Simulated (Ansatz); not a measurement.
Time series of an NVE run of composition SiNi, cell Si24Ni24, brought to this temperature after a much hotter stage [in the run: it was liquid; density 5.42 g/cm³]. The numbers are results of r2SCAN (plane waves, PAW; Ansatz, an electronic-structure program), not measurements. Free energies are counted from the first row's. On the run's last frame a denser k-mesh moved the forces by 0.079 eV/Å rms, the static pressure by -0.12 GPa and the free energy by -8 meV/atom, which is about how far such values are converged.

```
t (fs)  F − F0 (eV)  E_kin (eV)  P (GPa)
------  -----------  ----------  -------
0.0           0.000      10.184     0.45
64.0         -0.231      10.410    -0.41
128.0        -0.184      10.368     0.82
192.0        -1.067      11.249    -0.05
256.0        -1.160      11.342     0.56
320.0        -0.526      10.711     1.32
384.0        -1.310      11.493    -0.70
448.0         1.133       9.056    -0.90
512.0        -0.213      10.400    -2.33
576.0        -0.206      10.387     1.71
640.0        -0.085      10.271     1.67
704.0         1.866       8.321     0.85
768.0        -0.686      10.868    -0.82
832.0         0.073      10.107    -0.27
896.0         1.013       9.172     1.63
960.0         0.260       9.926     0.44
1024.0       -1.662      11.843    -0.38
1088.0       -1.328      11.510    -0.07
1152.0       -1.390      11.574    -0.38
1216.0        0.069      10.113     0.82
1280.0        1.541       8.642     1.37
1344.0        0.555       9.629     0.71
1408.0       -1.474      11.657     1.01
1472.0       -0.216      10.400     1.88
1536.0        1.092       9.100     1.81
1600.0       -0.249      10.434     0.23
1664.0       -0.698      10.883    -0.18
1728.0       -0.773      10.955    -0.26
1792.0        0.654       9.535     1.92
1856.0       -0.465      10.649     2.20
1920.0       -0.308      10.496     0.53
1984.0       -0.657      10.844     0.17
2048.0       -1.072      11.259    -1.36
2112.0       -0.705      10.893    -0.10
2176.0       -0.048      10.234    -1.70
2240.0        0.888       9.300    -0.21
2304.0        1.278       8.909     0.53
2368.0       -0.617      10.800    -0.78
2432.0        0.060      10.126     0.05
2496.0       -1.450      11.633    -0.76
2560.0       -0.438      10.625     1.92
2624.0       -0.065      10.249    -1.23
2688.0       -0.891      11.076    -0.46
2752.0       -0.235      10.420    -3.01
2816.0       -0.064      10.246     0.22
2880.0       -1.065      11.248     0.17
2944.0       -0.830      11.014    -0.78
3008.0       -1.353      11.537    -0.29
3072.0       -1.345      11.524    -1.06
3136.0       -1.052      11.236    -2.96
3200.0       -0.659      10.848    -3.10
3264.0        0.345       9.844    -3.50
3328.0        0.703       9.485     0.75
```

### Question
Estimate the mean temperature and pressure of the run and judge its energy conservation.

### Answer
With 3N − 3 = 141 degrees of freedom, T = 2⟨E_kin⟩/((3N − 3)k_B) = 1719 ± 9 K over all steps; mean pressure 0.01 ± 0.33 GPa; F + E_kin drifts by 0.00 meV/atom per ps, negligible against the kinetic energy of 222 meV/atom.
